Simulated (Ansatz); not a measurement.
Start from SnSe₂ in the 2H-MoS2 type structure (space group P6_3/mmc, No. 194; a = 3.8335 Å, c = 11.5066 Å; a hypothetical phase, not in the database extracts checked; layered, stacked along the Cartesian z axis).

The values are results of PBE-D3(BJ) in Ansatz (plane waves to 420 eV, PAW, scalar-relativistic without spin-orbit coupling), not measurements.

For the base:

| Property | Result |
|---|---|
| In-plane lattice parameter a | 3.833 Å |
| Shortest interatomic distance | 2.814 Å |

Modification: a free-standing slab of 3 layers (9 atoms, 3 a layer) is cut normal to the stacking axis, with 15 Å of vacuum and the in-plane cell relaxed.

**Question.** What does the calculation give for the thickness between the outermost nuclei, excess energy per area of both faces, in-plane lattice parameter a and shortest interatomic distance after the change?

**Answer.** The thickness between the outermost nuclei amounts to 14.88 Å; the excess energy per area of both faces (slab less bulk energy over the cell's area: twice a surface energy) amounts to 0.6 J/m² (uncertain by up to 0.1 J/m²); the in-plane lattice parameter a decreases by 0.0227 Å, from 3.833 Å to 3.811 Å; the shortest interatomic distance drops by 0.044 Å (2.814 Å → 2.770 Å).

Slab and bulk use different k-meshes, which limits the precision of the excess energy. Stability against distortions was not tested. The final runs are not spin-polarised.

Ansatz is a quantum-chemistry and plane-wave program.
